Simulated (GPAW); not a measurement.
Band structure of CuI (F-43m, 2 atoms in the cell).

```
CELL_PARAMETERS angstrom
      0.00000     3.02500     3.02500
      3.02500     0.00000     3.02500
      3.02500     3.02500     0.00000
ATOMIC_POSITIONS crystal
  Cu 0.00000 0.00000 0.00000
  I  0.25000 0.25000 0.25000
```

Method of the run: PBE, GPAW PAW datasets PBE (gpaw-data 1.0.1) (plane waves; GPAW).

Settings: mode = pw; ecut = 800 eV; xc = PBE; kpts = 5 5 5; mesh shift (steps) = 0 0 0; occupations.name = fermi-dirac; occupations.width = 0.01 eV; nbands = -4; convergence.bands = -2; symmetry.symmorphic = false; symmetry.tolerance = 0.0005; maxiter = 150; bandpath_npoints = 40.

The starting cell has typed, rounded lattice constants, without a prior relaxation at this level. Spin-orbit coupling is off.

**Question.** Predict the gap along the standard path and the places of the band edges.

**Answer.** The gap along the path is 1.16 eV, direct at Γ to within 0.01 eV.

Levels in eV from the top of the valence band on the SCF mesh, bands 6 to 13:
```tsv
point	6	7	8	9	10	11	12	13
Γ	-1.87	0.00	0.00	0.00	1.16	4.88	4.88	4.88
X	-1.81	-1.77	-1.50	-1.50	2.70	2.90	9.24	9.90
W	-1.91	-1.78	-1.60	-1.26	4.52	4.65	6.08	6.40
K	-1.83	-1.72	-1.51	-1.25	3.09	4.63	7.58	7.92
L	-1.83	-1.78	-0.72	-0.72	2.16	5.42	5.42	7.45
U	-1.83	-1.72	-1.51	-1.25	3.09	4.63	7.58	7.92
```
